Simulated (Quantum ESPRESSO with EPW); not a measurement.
3C-SiC: phonon-limited hole drift mobility along x at 300 K against the coarse meshes from which the couplings are interpolated (Quantum ESPRESSO with EPW, LDA, PseudoDojo 0.4 norm-conserving potentials with their local tails restored to the Coulomb form, DFPT electron-phonon coupling, iterative Boltzmann equation). Each run picks its fine mesh from its own bands, so these can differ.

CSi has the cubic space group F-43m (No. 216), the zinc blende structure, Pearson symbol cF8. Cell: a = 4.3253 Å, b = 4.3253 Å, c = 4.3253 Å, α = 90.00°, β = 90.00°, γ = 90.00°. Si on 4a sees 4 C at 1.873 Å (tetrahedral). C on 4d sees 4 Si at 1.873 Å (tetrahedral). (Neighbours: up to the widest gap in distance over summed covalent radii, below 1.35, at either atom.)
(The calculation used a cell of 2 atoms; values per cell refer to that cell.)

```
coarse k  coarse q  fine mesh  Wannier miss near the edge (meV)  μ (cm²/(V·s))  move from a fine mesh of 0.7 the divisions  against the last row
--------  --------  ---------  --------------------------------  -------------  ------------------------------------------  --------------------
6×6×6        3×3×3   54×54×54                                 6           99.1                                         4 %                  +2 %
8×8×8        4×4×4   54×54×54                                 3           94.9                                         7 %                  -2 %
12×12×12     4×4×4   54×54×54                                 0           96.9                                         7 %                     -
```

The last step in the coarse meshes, 8×8×8/4×4×4 to 12×12×12/4×4×4, moves the value by 2 %, and the fine meshes of those two rows move it by up to 7 %. The step can't be told from the fine-mesh error, so the table bounds the uncertainty at about that size and doesn't show convergence below it.

Dilute carriers, scattering by harmonic phonons alone, dynamical quadrupoles left out; computed gap 1.31 eV. Without spin-orbit coupling the valence bands stay degenerate, which lowers hole mobilities. Leaving out quadrupoles slows convergence with the coarse q mesh and, in piezoelectric crystals, misstates scattering by acoustic modes, which can move the mobility by tens of per cent or more, whatever the mesh. Geometry: relaxed with this functional.
